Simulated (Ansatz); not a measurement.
Take Y in the hcp (Mg type) structure (space group P6_3/mmc, No. 194; a = 3.652 Å, c = 5.703 Å; relaxed with 0.1 eV smearing) as the base. Axes: x lies along a and z along c of the hexagonal cell.

Method: PBE in Ansatz (plane waves to 420 eV, PAW, scalar-relativistic without spin-orbit coupling).

Before the change:

* **Volume per atom**: 32.94 Å³
* **Pressure**: 0.0 GPa

The change: biaxial strain +3.00 %, plane normal [001], relaxed out of plane (Cartesian); in-plane vectors clamped, the third vector and the atoms free.

Question: Estimate the effect on the volume per atom.

Answer: The volume per atom goes up by 1.47 Å³ to 34.41 Å³.

Question: What happens to the pressure?

Answer: The pressure (mean of the normal stresses, compression positive) goes from zero to -1.6 GPa.

Whether these cells are dynamically stable was not tested. The final runs are not spin-polarised.

Ansatz is a first-principles code.
